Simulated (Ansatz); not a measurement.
Consider KTaO₃ in the cubic perovskite structure (space group Pm-3m, No. 221; a = 4.024 Å).

Computed with Ansatz (a program for electronic structure) PBE, no SOC.

Strains are applied to the cell and any free atomic positions relax.

One change was made to it. Results:

```csv
quantity,base,after
width of the top valence band,1.07 eV,1.07 eV
band gap,2.16 eV,2.12 eV
energy relative to the base (free energy F),0 meV/atom,+2.4 meV/atom
```

Task: What was done to the base?
(A) isotropic strain +0.60 %
(B) isotropic strain +2.40 %
(C) isotropic strain +3.00 %
(D) isotropic strain +1.20 %

Result: A, isotropic strain +0.60 %. For comparison, the band gap in the other runs: isotropic strain +1.20 % gives 2.08 eV; isotropic strain +3.00 % gives 1.95 eV; isotropic strain +2.40 % gives 1.99 eV.

Spin-orbit coupling, missing from the scalar runs, can matter with Ta. No phonon test of stability was made.
